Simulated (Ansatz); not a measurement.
## How far to go with the k-point mesh: Nb (Im-3m, 1 atom in the cell)

```yaml
crystal:
  lattice:
    - [-1.65825, 1.65825, 1.65825]
    - [1.65825, -1.65825, 1.65825]
    - [1.65825, 1.65825, -1.65825]
  atoms:
    - { symbol: Nb, position: [0.00000, 0.00000, 0.00000] }
```

Method: PBE, PAW files (plane waves; Ansatz, a first-principles code).

Base settings: basis.ecutwfc = 420 eV; kpoints.mp_grid.grid = 14 14 14; hamiltonian.xc = pbe; hamiltonian.pseudopotentials = {kind: paw} (the program's default PAW files); scf.occupations.method = fermi_dirac; scf.occupations.width = 0.1 eV.

The second cell is the first with its lattice scaled by 0.98.

Only quantities that move along the ladder and can be compared are tabulated.

The count of work is k-points × plane waves × bands × iterations; it is no time. 

The starting cell has typed, rounded lattice constants, without a prior relaxation at this level. Its lattice was rescaled by up to half a per cent. Spin polarisation is off. Ansatz's pressure includes its estimate of the finite-basis (Pulay) stress.

```csv
kpoints.mp_grid.grid,free energy less the last step's (meV/atom),energy of the compressed cell less the first (meV/atom),pressure (GPa),count of work / last
2 2 2,-1055.53,-118.34,-21.68,0.0012
3 3 3,-129.09,21.09,-1.72,0.0016
4 4 4,-28.75,59.08,2.49,0.0033
5 5 5,43.56,24.65,-1.48,0.0041
6 6 6,19.85,12.11,-2.99,0.0065
7 7 7,9.32,32.43,-0.34,0.0081
8 8 8,-23.43,33.86,-0.57,0.012
9 9 9,-6.10,28.99,-1.11,0.014
10 10 10,17.60,31.54,-0.47,0.019
11 11 11,4.64,34.18,-0.35,0.023
12 12 12,-7.13,29.66,-1.06,0.029
13 13 13,-2.63,28.32,-1.08,0.034
14 14 14,2.32,32.17,-0.54,0.042
15 15 15,0.93,32.36,-0.62,0.049
16 16 16,-0.26,29.92,-0.91,0.059
18 18 18,-0.37,31.36,-0.70,0.079
20 20 20,0.42,30.46,-0.81,0.10
22 22 22,-0.26,30.98,-0.77,0.13
24 24 24,0.14,30.69,-0.78,0.17
27 27 27,-0.03,30.60,-0.80,0.23
30 30 30,0.00,30.79,-0.78,0.31
33 33 33,-0.03,30.81,-0.78,0.39
37 37 37,-0.01,30.78,-0.78,0.54
41 41 41,0.00,30.78,-0.78,0.72
46 46 46,0.00,30.79,-0.78,1.0
```

Coarsest kpoints.mp_grid.grid that holds the free energy within 0.5 meV/atom of the last step, with all finer ones: 16 16 16, at 0.059 of the last step's count of work; the step before is off by 0.93 meV/atom.

Coarsest kpoints.mp_grid.grid that holds the pressure within 0.05 GPa of the last step, with all finer ones: 20 20 20, at 0.10 of the last step's count of work; the step before is off by 0.08 GPa.

Coarsest kpoints.mp_grid.grid that holds the energy of the compressed cell less the first within 0.5 meV/atom of the last step, with all finer ones: 20 20 20, at 0.10 of the last step's count of work; the step before is off by 0.57 meV/atom.

Two neighbours can agree and both be off: 14 14 14 and 15 15 15 differ by 0.19 meV/atom in the energy of the compressed cell less the first, yet lie about 1.6 meV/atom from the last step.

Keys are those of Ansatz 0.2.
